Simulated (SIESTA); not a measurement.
## A self-consistent single point of SrZn₅ (P6/mmm, 6 atoms in the cell) with SIESTA

Computed with SIESTA with GGA PBEsol, numerical atomic orbitals DZP, PseudoDojo PBEsol standard norm-conserving potentials (rewritten from UPF to PSML).

Input:

```
# files in the folder: Sr.psml Zn.psml (PseudoDojo PBEsol standard)
SystemName  SrZn5
SystemLabel siesta

NumberOfAtoms                6
NumberOfSpecies              2
%block ChemicalSpeciesLabel
  1 38 Sr
  2 30 Zn
%endblock ChemicalSpeciesLabel
LatticeConstant              1.0 Ang
%block LatticeVectors
     5.486290000    0.000000000    0.000000000
    -2.743145000    4.751267000    0.000000000
     0.000000000    0.000000000    4.198560000
%endblock LatticeVectors
AtomicCoordinatesFormat      ScaledCartesian
%block AtomicCoordinatesAndAtomicSpecies
     0.000000000    0.000000000    0.000000000  1
     2.743147743    1.583754083    0.000000000  2
    -0.000002743    3.167512917    0.000000000  2
     2.743145000    0.000000000    2.099280000  2
     1.371572500    2.375633500    2.099280000  2
    -1.371572500    2.375633500    2.099280000  2
%endblock AtomicCoordinatesAndAtomicSpecies

XC.functional                GGA
XC.authors                   PBEsol
PAO.BasisSize                DZP
PAO.EnergyShift              0.01 Ry
MeshCutoff                   350 Ry
%block kgrid.MonkhorstPack
    5   0   0  0.0
    0   5   0  0.0
    0   0   5  0.0
%endblock kgrid.MonkhorstPack
OccupationFunction           FD
ElectronicTemperature        0.1 eV

MaxSCFIterations             150
SCF.Mixer.Method             Broyden
SCF.Mixer.Weight             0.25
SCF.Mixer.History            6
SCF.DM.Tolerance             1.0E-05
Diag.ParallelOverK           true
WriteForces                  true
Charge.Mulliken              end
```

Log, with long lists cut:

```
reinit: Reading from file input.fdf

reinit: System Name: SrZn5
reinit: System Label: siesta

coor:   Atomic-coordinates input format  =     Cartesian coordinates
coor:                                          (in units of alat)

siesta: Atomic coordinates (Bohr) and species
siesta:      0.00000   0.00000   0.00000  1        1
siesta:      5.18380   2.99286   0.00000  2        2
siesta:     -0.00001   5.98573   0.00000  2        3
siesta:      5.18379   0.00000   3.96706  2        4
siesta:      2.59190   4.48930   3.96706  2        5
siesta:     -2.59190   4.48930   3.96706  2        6

siesta: System type = bulk

initatomlists: Number of atoms, orbitals, and projectors:      6   104   108

siesta: ******************** Simulation parameters ****************************
redata: Spin configuration                          = none
redata: Time-Reversal Symmetry                      = T
redata: Number of Atomic Species                    =        2
redata: Mesh Cutoff                                 =   350.0000 Ry
redata: Net charge of the system                    =     0.0000 |e|
redata: Min. number of SCF Iter                     =        0
redata: Max. number of SCF Iter                     =      150
redata: SCF convergence failure will abort job
redata: SCF mix quantity                            = Hamiltonian
redata: Mix DM or H after convergence               =   F
redata: Recompute H after scf cycle                 =   F
redata: Mix DM in first SCF step                    =   T
redata: No kicks to SCF
redata: DM Mixing Weight for Kicks                  =     0.5000
redata: Require Harris convergence for SCF          =   F
redata: Harris energy tolerance for SCF             =     0.000100 eV
redata: Require DM convergence for SCF              =   T
redata: DM tolerance for SCF                        =     0.000010
redata: Require EDM convergence for SCF             =   F
   [... lines left out ...]
diag: Parallel distribution                         =     1 x     1
diag: Used triangular part                          = Lower
diag: Absolute tolerance                            =  0.100E-15
diag: Orthogonalization factor                      =  0.100E-05
diag: Memory factor                                 =  1.0000

superc: Internal auxiliary supercell:     5 x     5 x     5  =     125
superc: Number of atoms, orbitals, and projectors:    750  13000  13500

                        Single-point calculation

superc: Internal auxiliary supercell:     5 x     5 x     5  =     125
superc: Number of atoms, orbitals, and projectors:    750  13000  13500

outcell: Unit cell vectors (Ang):
        5.486290    0.000000    0.000000
       -2.743145    4.751267    0.000000
        0.000000    0.000000    4.198560

outcell: Cell vector modules (Ang)   :    5.486290    5.486290    4.198560
outcell: Cell angles (23,13,12) (deg):     90.0000     90.0000    120.0000
outcell: Cell volume (Ang**3)        :    109.4431
new_DM -- step:     1
Initializing Density Matrix...

Attempting to read DM from file... Failed...
DM filled with atomic data:

InitMesh: MESH = 54 x 54 x 48 = 139968
InitMesh: Mesh cutoff (required, used) =   350.000   357.002 Ry

stepf: Fermi-Dirac step function
        iscf     Eharris(eV)        E_KS(eV)     FreeEng(eV)     dDmax    Ef(eV) dHmax(eV)
   scf:    1   -29148.206277   -29275.854129   -29275.943255  2.319104  1.250737 31.280140
   scf:    2   -29376.375868   -29340.109502   -29340.200327  1.442305 -0.564383  7.462321
   scf:    3   -29344.178603   -29342.553686   -29342.635897  0.172579 -0.847363  1.997340
   scf:    4   -29342.834662   -29342.731919   -29342.812542  0.059137 -0.963428  0.599045
   scf:    5   -29342.732932   -29342.735704   -29342.817332  0.031615 -1.046468  0.223047
   scf:    6   -29342.728033   -29342.735849   -29342.818414  0.016190 -1.058888  0.253650
   [... 3 lines left out ...]
   scf:   10   -29342.739711   -29342.739719   -29342.821691  0.000054 -1.076588  0.000723
   scf:   11   -29342.739711   -29342.739715   -29342.821691  0.000027 -1.076698  0.000503
   scf:   12   -29342.739709   -29342.739712   -29342.821691  0.000019 -1.076762  0.000345
   scf:   13   -29342.739708   -29342.739710   -29342.821691  0.000014 -1.076792  0.000240
   scf:   14   -29342.739708   -29342.739709   -29342.821691  0.000010 -1.076815  0.000164
SCF Convergence by DM+H criterion
max |DM_out - DM_in|         :     0.0000097621
max |H_out - H_in|      (eV) :     0.0001637511
SCF cycle converged after 14 iterations

Using DM_out to compute the final energy and forces

siesta: E_KS(eV) =           -29342.7397

siesta: E_KS - E_eggbox =    -29342.7397

siesta: Atomic forces (eV/Ang):
     1    0.000000    0.000000    0.000000
     2   -0.000235    0.000136   -0.000000
     3    0.000235   -0.000136    0.000000
     4   -0.000000    0.000000    0.000000
     5   -0.000000    0.000000   -0.000000
     6    0.000000    0.000000    0.000000
   Tot    0.000000    0.000000   -0.000000
   Max    0.000235
   Res    0.000090    sqrt( Sum f_i^2 / 3N )
   Max    0.000235    constrained

Stress tensor Voigt[x,y,z,yz,xz,xy] (kbar):       89.81       90.46       78.72        0.00        0.00        0.57
(Free)E + p*V (eV/cell)   -29348.7187
Target enthalpy (eV/cell)   -29342.8217

siesta: Program's energy decomposition (eV):
siesta: Ebs     =     -4402.926481
siesta: Eions   =     34190.603605
siesta: Ena     =      1478.741719
siesta: Ekin    =     12806.605245
siesta: Enl     =     -6384.947976
siesta: Eso     =         0.000000
siesta: Edftu   =         0.000000
siesta: DEna    =       186.212884
siesta: DUscf   =        15.322888
siesta: DUext   =         0.000000
siesta: Ex      =     -3062.727954
siesta: Ec      =      -191.342910
siesta: Exc     =     -3254.070864
siesta: Eharris =    -29342.739708
siesta: Etot    =    -29342.739709
siesta: FreeEng =    -29342.821691

siesta: Stress tensor (static) (eV/Ang**3):
siesta:     0.056052    0.000355    0.000000
siesta:     0.000355    0.056462   -0.000000
siesta:     0.000000    0.000000    0.049133

siesta: Cell volume =        109.443144 Ang**3

siesta: Pressure (static):
siesta:                Solid            Molecule  Units
siesta:          -0.00058685         -0.00058682  Ry/Bohr**3
siesta:          -0.05388213         -0.05387951  eV/Ang**3
siesta:         -86.32868772        -86.32449195  kBar

mulliken: Atomic and Orbital Populations:

Species: Sr
Atom  Qatom  Qorb
   [... lines left out ...]
               4px     3dxy    3dyz    3dz2    3dxz    3dx2-y2 3dxy    3dyz
               3dz2    3dxz    3dx2-y2
   2 19.919   1.997   1.608  -0.606   2.005   2.012   2.005   0.339   0.411
              0.339   1.941   1.879   1.914   1.879   1.941   0.033   0.070

              0.047   0.070   0.033
   3 19.919   1.997   1.608  -0.606   2.005   2.012   2.005   0.339   0.411
              0.339   1.941   1.879   1.914   1.879   1.941   0.033   0.070

              0.047   0.070   0.033
   4 19.982   2.003   1.680  -0.619   2.009   2.008   2.004   0.358   0.396
              0.350   1.875   1.858   1.873   1.973   1.927   0.073   0.083

              0.076   0.011   0.043
   5 19.982   2.003   1.680  -0.619   2.005   2.008   2.008   0.352   0.396
              0.356   1.914   1.944   1.873   1.887   1.888   0.051   0.029

              0.076   0.065   0.066
   6 19.982   2.003   1.680  -0.619   2.005   2.008   2.008   0.352   0.396
              0.356   1.914   1.944   1.873   1.887   1.888   0.051   0.029

              0.076   0.065   0.066

mulliken: Qtot =      110.000

Mulliken Atomic Populations:
Atom #   charge [q] valence [e]  Species
     1    -0.216989   10.216989  Sr
     2     0.081112   19.918888  Zn
     3     0.081112   19.918888  Zn
     4     0.018259   19.981741  Zn
     5     0.018249   19.981751  Zn
     6     0.018259   19.981741  Zn
 Total     0.000000
```

The run converged in 14 iterations.

The starting cell comes from a database of computed structures (which also holds hypothetical and non-ambient phases and stackings), without a prior relaxation at this level. Values carry the incompleteness of an atom-centred basis. With a pressure of about -9 GPa the cell is away from its equilibrium volume at this level.
